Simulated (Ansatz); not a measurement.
HgSe (model structure, started from the cinnabar type, P3₂21, No. 154, 6 atoms in the cell), treated with PBEsol in Ansatz (plane waves, PAW).

Numerical settings: plane-wave cutoff 500 eV, 12×12×4 k mesh (along the axes of the cell as run), Fermi–Dirac smearing 0.05 eV, scalar-relativistic PAW data made under PBE.

Cell (relaxed at this level):

```xyz
6
Lattice="4.2581 0.0000 0.0000 -2.1291 3.6877 0.0000 0.0000 0.0000 9.6717" Properties=species:S:1:pos:R:3 pbc="T T T"
Hg     2.8674     0.0000     6.4478
Hg    -1.4337     2.4833     3.2239
Hg     0.6953     1.2044     0.0000
Se     2.2431     0.0000     1.6120
Se    -1.1216     1.9426     8.0598
Se     1.0075     1.7451     4.8359
```

Problem. Estimate the band gap that the calculation returns.

Solution. 
- band gap = 0.59 eV (on the SCF k mesh)

Note: the relaxation could raise the start's symmetry but not lower it, so the cell can be a saddle point.

Spin–orbit coupling is not included; with these elements it can move the gap by several tenths of an eV or more.

A model structure was made by putting elements into a prototype or built by hand; it is no filed structure, need not be a known phase, and can be a saddle point held by its symmetry.

Ansatz is an electronic-structure program.
